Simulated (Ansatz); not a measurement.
Base system: BeS in the zinc blende structure (space group F-43m, No. 216; a = 4.838 Å).

Method: DFT with PBEsol, PAW potentials and a 420 eV plane-wave cutoff in Ansatz (a program for electronic structure), scalar-relativistic without spin-orbit coupling.

Before the change:

The pressure is -0.01 GPa, the band gap is 2.91 eV and the width of the top valence band is 3.44 eV. The electron mass is 0.80 mₑ along k, 0.28 mₑ across (at X).

It is then changed as follows: the cell is scaled by 1.0300 in all directions; the atoms relax in the strained cell.

Estimate the effect on the pressure.

The pressure falls by 7.28 GPa (-0.01 GPa → -7.29 GPa).

Estimate the effect on the band gap.

The band gap grows by 0.18 eV, from 2.91 eV to 3.09 eV.

How does this affect the width of the top valence band?

The width of the top valence band drops by 0.41 eV to 3.03 eV.

Estimate the effect on the electron mass.

The electron mass becomes 0.83 mₑ along k, 0.29 mₑ across (at X) (base: 0.80 mₑ along k, 0.28 mₑ across (at X)).

Masses are band curvatures over ±0.01 Å⁻¹ around the edge. Along k means along the line from Γ to the band edge. No phonon test of stability was made.
